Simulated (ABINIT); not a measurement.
Converging the k-point mesh: LaH₃ (I4mm, 4 atoms in the cell)

```
CELL_PARAMETERS angstrom
     -1.86769     1.86769     3.04058
      1.86769    -1.86769     3.04058
      1.86769     1.86769    -3.04058
ATOMIC_POSITIONS crystal
  La 0.00822 0.00822 0.00000
  H  0.75000 0.25000 0.50000
  H  0.25000 0.75000 0.50000
  H  0.50000 0.50000 0.00000
```

Level of theory: LDA (PW92), PAW (JTH v2.0 LDA PAW) (plane waves; ABINIT).

Base settings: pseudos = [La.LDA_PW-JTH.xml, H.LDA_PW-JTH.xml]; ecut = 816 eV; pawecutdg = 1633 eV; pawxcdev = 0; occopt = 3; tsmear = 0.00073499 Ha; ngkpt = 4 4 4; nshiftk = 1; shiftk = 0 0 0; potentials = JTH v2.0 LDA PAW.

Only quantities that move along the ladder and can be compared are tabulated.

The count of work is k-points × plane waves × bands × iterations; it is no time. 

The starting cell comes from a database of computed structures (which also holds hypothetical and non-ambient phases and stackings), without a prior relaxation at this level. Its lattice was rescaled by up to half a per cent. One atom was moved a little off its site on purpose.

Steps (ngkpt): 2 2 2; 3 3 3; 4 4 4; 5 5 5; 6 6 6; 7 7 7; 8 8 8; 9 9 9; 11 11 11; 12 12 12; 14 14 14; 18 18 18.

### Question
What is the coarsest ngkpt that holds the free energy within 2 meV/atom of the last step, with all finer ones?

### Answer
6 6 6, at 0.061 of the last step's count of work; the step before is off by 2.4 meV/atom.

### Question
What is the coarsest ngkpt that holds the pressure within 0.1 GPa of the last step, with all finer ones?

### Answer
5 5 5, at 0.040 of the last step's count of work; the step before is off by 0.24 GPa.

### Question
What is the coarsest ngkpt that holds the forces within 0.005 eV/Å of the last step, with all finer ones?

### Answer
7 7 7, at 0.089 of the last step's count of work; the step before is off by 0.006 eV/Å.

```tsv
ngkpt	free energy less the last step's (meV/atom)	pressure (GPa)	largest difference of a force vector from the last step's (eV/Å)	gap on the mesh (eV)	count of work / last
2 2 2	258.33	3.23	0.466	0.129	0.0045
3 3 3	44.51	-1.51	0.104	0.280	0.012
4 4 4	9.48	-2.55	0.039	0.236	0.027
5 5 5	2.45	-2.73	0.015	0.315	0.040
6 6 6	0.80	-2.77	0.006	0.243	0.061
7 7 7	0.26	-2.79	0.003	0.300	0.089
8 8 8	0.09	-2.80	0.001	0.244	0.12
9 9 9	0.03	-2.80	0.000	0.278	0.15
11 11 11	0.00	-2.80	0.000	0.267	0.26
12 12 12	0.00	-2.80	0.000	0.244	0.34
14 14 14	0.00	-2.80	0.000	0.244	0.54
18 18 18	0.00	-2.80	0.000	0.244	1.0
```

The gap on the mesh jumps up and down from mesh to mesh; it is no smooth measure of convergence.
